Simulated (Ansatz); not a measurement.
## Do energy and pressure agree? Two volumes of Se (C2, 3 atoms in the cell)

```yaml
crystal:
  lattice:
    - [2.19156, -3.79589, 0.00000]
    - [2.19156, 3.79589, 0.00000]
    - [0.00000, 0.00000, 4.96485]
  atoms:
    - { symbol: Se, position: [0.00000, 0.22500, 0.66667] }
    - { symbol: Se, position: [0.78641, 0.78641, 0.00000] }
    - { symbol: Se, position: [0.22500, 0.00000, 0.33333] }
```

Level of theory: LDA (PW92), default PAW files made with PBE (plane waves; Ansatz, a first-principles code).

Settings: basis.ecutwfc = 1010 eV; kpoints.mp_grid.grid = 5 5 3; hamiltonian.xc = lda; hamiltonian.pseudopotentials = {kind: paw} (the program's default PAW files); scf.occupations.method = fermi_dirac; scf.occupations.width = 0.01 eV. This cutoff ends a ladder whose last two steps agree within 1 meV/atom.

The second cell is the first with its lattice scaled by 0.98, at the same fractional positions.

The starting cell has typed, rounded lattice constants, without a prior relaxation at this level. Its lattice was rescaled by up to half a per cent. One atom was moved a little off its site on purpose. Ansatz's pressure includes its estimate of the finite-basis (Pulay) stress.

| cell | volume (Å³/atom) | pressure (GPa) | F less the first cell's (meV/atom) |
|---|---|---|---|
| first | 27.5347 | -0.66 | 0.00 |
| second | 25.9154 | 3.18 | ? |

### Question
Estimate the energy of the second cell from the pressures, and the bulk modulus between the two volumes.

### Answer
With P = −dF/dV, the trapezoid gives ΔF ≈ −(P₁ + P₂)/2 · ΔV = −(1.260 GPa) · (-1.6193 Å³) = 12.73 meV/atom (1 eV/Å³ = 160.22 GPa). The modulus at fixed fractional positions is B = −ΔP/Δln V = 63 GPa, a mean over the interval. P(V) is curved, so the trapezoid lies high by about |ΔV|³·B·(1 + B′)/(12·V̄²) = 0.98 meV/atom for an assumed B′ = 4, which leaves 11.75 meV/atom. The runs gave 11.69 meV/atom, a miss of 0.06 meV/atom. Cases were kept where this miss is small, so the page shows the method and is no test of it.

Left out of this page: 15 runs of the series outside the window shown, repeating another row's setting, or not comparable.

Keys are those of Ansatz 0.2.
